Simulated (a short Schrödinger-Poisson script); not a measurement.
System: symmetric double-gate stack, HfO2 on p-type Si(100), at 300 K.

| layer | material | thickness (nm) | Na (cm⁻³) |
|---|---|---|---|
| 1 | HfO2 | 3.8 | - |
| 2 | Si | 5 | 5e17 |
| 3 | HfO2 | 3.8 | - |

The device is made up for the run: typed textbook-type constants, with dimensions and the other settings drawn at random. HfO2: permittivity 22, conduction-band edge (eV) 1.55, gap (eV) 5.7, electron mass (mₑ) 0.2. Si: permittivity 11.7, conduction-band edge (eV) 0, gap (eV) 1.124, Nv at 300 K (cm⁻³) 3.1e19.

Channel valleys (confinement mass, in-plane density-of-states mass, number): Δ2 0.916, 0.19, 2; Δ4 0.19, 0.417, 4. At the gates, both at one voltage, the conduction-band edge of layer 1 lies 1.59 eV − eVg above the Fermi level of the channel. Gaps are held at their typed values at every temperature. Mesh 0.03 nm at interfaces.

Solved with a short Schrödinger-Poisson script written for these runs: 1D Poisson equation in equilibrium, electrons classical, Boltzmann, parabolic valleys, classical holes, full ionisation, no traps, pinning or gate leakage.

The same stack at other levels of the model or other numerical settings:

| run | sheet density of all electrons at Vg = 0.75 V (cm⁻²) | sheet density of all electrons at Vg = 0.15 V (cm⁻²) | capacitance of both gates at Vg = 0.75 V (μF/cm²) | gate voltage at 1e11 electrons/cm² (V) | rough cost against the base |
|---|---|---|---|---|---|
| base | 3.87e13 | 6.23e12 | 9.38 | -0.08 | about 1 |
| electrons treated as classical, Fermi-Dirac | 3.46e13 | 5.98e12 | 8.08 | -0.08 | 3 |
| electrons treated as quantum, Hartree | 2.61e13 | 3.72e12 | 6.58 | -0.04 | 20 |
| mesh six times as coarse | 3.71e13 | 6.06e12 | 8.90 | -0.08 | about 1 |

The classical rows ignore confinement, and Boltzmann statistics overrate the density once the band edge passes the Fermi level.
